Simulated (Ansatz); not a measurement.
For Al2O3 (Pbcn, No. 60, 20 atoms in the cell; start mp-1938; a measured phase of this formula has another space group), LDA (PAW; Ansatz, a first-principles code) gives:

cohesive energy: 7.23 eV/atom
band gap: 5.89 eV

Q: What does r²SCAN in Ansatz (plane waves, PAW) give for the same quantities?

A: 
- cohesive energy: 6.35 eV/atom (drops by 0.88 eV/atom)
- band gap: 6.57 eV (grows by 0.68 eV)

Changes are worked out from the printed values.

Unless a cell is named, each level is at its own relaxed cell (LDA 8.14, r²SCAN 8.31 Å³/atom).

Density-functional gaps are differences of (generalised) Kohn–Sham levels.

Caveats: the relaxation could not lower the start's symmetry, so the cell can be a saddle point above a distorted one (LDA, r²SCAN). Ansatz's density-functional and Hartree–Fock values are scalar-relativistic unless marked +SOC, with PAW data made under PBE.

A start named mp-… is a Materials Project structure, which need not be a measured phase.
